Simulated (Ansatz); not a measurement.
System: Zn (model structure, started from the diamond type, Fd-3m, No. 227, 2 atoms in the cell). Method: PBEsol (Ansatz, a quantum-chemistry and plane-wave program, PAW).

Settings: plane-wave cutoff 520 eV, 18×18×18 k mesh, Fermi–Dirac smearing 0.05 eV, scalar-relativistic PAW data made under PBE.

Cell (relaxed at this level):

```
Zn
1.0
    0.00000     2.82789     2.82789
    2.82789     0.00000     2.82789
    2.82789     2.82789     0.00000
Zn
2
Direct
  0.25000   0.25000   0.25000
  0.00000   0.00000   0.00000
```

Task: What does this level give for the bulk modulus?

Result: 
- bulk modulus: 35.9 GPa

The run finds no gap.

Note: the bulk modulus is −V dP/dV from two relaxed cells at ±2 % in volume; the relaxation could raise the start's symmetry but not lower it, so the cell can be a saddle point.

The computed numbers hold no vibrational or temperature effects.

It cost about 30 core-seconds (a rough figure) of CPU time.

A model structure was made by putting elements into a prototype or built by hand; it is no filed structure, need not be a known phase, and can be a saddle point held by its symmetry.
